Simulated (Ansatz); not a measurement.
The parent structure is HgS (space group P3_221, No. 154; a = 4.4667 Å, c = 9.7591 Å; made of chains). Axes: x lies along a and z along c of the hexagonal cell.

(Cell as relaxed with PBE.)

Levels (all Ansatz, a quantum-chemistry and plane-wave program, PAW, earlier PAW set): PBE (420 eV, scalar-relativistic without spin-orbit coupling); PBEsol (420 eV, no spin-orbit coupling).

Each level relaxes its own structure.

```json
[
 {"base": "volume per atom", "PBE": "28.10 Å³", "PBEsol": "23.28 Å³"},
 {"base": "lattice parameter a", "PBE": "446.7 pm", "PBEsol": "414.0 pm"},
 {"base": "band gap", "PBE": "1.83 eV", "PBEsol": "1.23 eV"}
]
```

Perturbation: biaxial strain +4.78 %, plane normal [001], relaxed out of plane (Cartesian); in-plane vectors clamped, the third vector and the atoms free.

```json
[
 {"quantity": "mean in-plane stress (compression positive)", "PBE": "-0.5 GPa", "PBEsol": "?"},
 {"quantity": "volume per atom", "PBE": "30.52 Å³", "PBEsol": "?"}
]
```

Question: Predict the PBEsol column.

Answer: 
- mean in-plane stress (compression positive), PBEsol: -1.2 GPa
- volume per atom, PBEsol: 24.95 Å³

PBE's in-plane stress lies 0.75 GPa above PBEsol's; PBE's volume per atom lies 5.57 Å³ above PBEsol's (22.3 %). Neither level is exact; PBEsol is the comparison here, not a measurement.

Spin-orbit coupling, missing from the scalar runs, can matter with Hg. No phonon test of stability was made. No dispersion term is included, though the crystal is made of layers, chains or molecules, so its spacings can come out too wide.
